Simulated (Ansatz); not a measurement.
A self-consistent single point of SiW (Fm-3m, 2 atoms in the cell) with Ansatz (an electronic-structure program).

Computed with PBEsol, default PAW files made with PBE (plane waves; Ansatz).

```
CELL_PARAMETERS angstrom
      0.00000     2.72789     2.72789
      2.72789     0.00000     2.72789
      2.72789     2.72789     0.00000
ATOMIC_POSITIONS crystal
  Si 0.00000 0.00000 0.00000
  W  0.50000 0.50000 0.50000
```

Reference input (self-consistent single point, DFT, PBE, plane waves, default PAW files): kpoints.mp_grid.grid = 8 8 8; hamiltonian.xc = pbe; hamiltonian.pseudopotentials = {kind: paw} (the program's default PAW files); scf.occupations.method = gaussian; scf.occupations.width = 0.01 Ry. This run's input differs from it in these lines:

Ansatz 0.2 input:
```diff
@@ -12,3 +12,3 @@
 hamiltonian:
-  xc: pbe
+  xc: pbesol
   pseudopotentials:
```

Log, with long lists cut:

```
SCF iter   1: F=—  HF=-10875.772669 eV  |F-HF|=—  |Δ(HF+E_count)|=         —  Δρ=3.47e-3  dr2=2.75e-3  ethr=1.77e-3  ⟨swp⟩=5.0  Hψ=2172  notcnv=0
all-band conjugate gradients solve this SCF's bands
preconditioner: auto → Kerker (q_TF=auto, 2.382 Å⁻¹)
SCF iter   2: F=—  HF=-10875.772634 eV  |F-HF|=—  |Δ(HF+E_count)|=   3.45e-5  Δρ=1.97e-3  dr2=1.02e-3  ethr=1.53e-5  ⟨swp⟩=1.0  Hψ=609  notcnv=0
SCF iter   3: F=—  HF=-10875.772525 eV  |F-HF|=—  |Δ(HF+E_count)|=   1.10e-4  Δρ=1.86e-4  dr2=1.67e-5  ethr=5.69e-6  ⟨swp⟩=2.1  Hψ=496  notcnv=0
SCF iter   4: F=—  HF=-10875.772522 eV  |F-HF|=—  |Δ(HF+E_count)|=   2.13e-6  Δρ=7.16e-5  dr2=3.35e-6  ethr=9.30e-8  ⟨swp⟩=2.1  Hψ=525  notcnv=0
SCF iter   5: F=—  HF=-10875.772522 eV  |F-HF|=—  |Δ(HF+E_count)|=   6.49e-7  Δρ=2.01e-5  dr2=1.25e-7  ethr=1.86e-8  ⟨swp⟩=2.5  Hψ=537  notcnv=0
SCF iter   6: F=-10875.772522 eV  HF=-10875.772522 eV  |F-HF|=2.00e-10  |Δ(HF+E_count)|=   2.68e-8  Δρ=3.78e-6  dr2=5.25e-9  ethr=5.56e-10  ⟨swp⟩=4.2  Hψ=1189  notcnv=0
SCF 1 converged in 6 iterations: F = -10875.772522 eV  dr2 = 5.25e-9
Free energy (F): -10875.772522 eV
Internal energy: -10875.744313 eV  (E = F + TS)
E sigma→0 (E₀):  -10875.758418 eV
Entropy (-TS):   -0.028209 eV (-14.104 meV/atom)
Fermi energy:    11.574808 eV
--- Forces (eV/Å), atoms counted from 1 ---
  atom   1  Si    -0.00000000     0.00000000    -0.00000000
  atom   2  W      0.00000000    -0.00000000    -0.00000000
--- Stress (GPa, compression-positive) ---
      -30.614936       0.000000       0.000000
        0.000000     -30.614936       0.000000
        0.000000       0.000000     -30.614936
  P = ⅓ Tr σ = -30.6149 GPa (-306.149 kbar)
  The stress holds the Pulay correction. Without it, at fixed plane waves, as pw.x and ABINIT print it: P = -30.6412 GPa
```

The run converged in 6 iterations. Against the reference run the pressure goes from -27.22 to -30.61 GPa.

The starting cell was generated: these elements placed on a structure prototype, without a prior relaxation; it need not be a known phase or ordering of this composition. Spin polarisation is off. With a pressure of about -31 GPa the cell is away from its equilibrium volume at this level. Ansatz's pressure includes its estimate of the finite-basis (Pulay) stress.
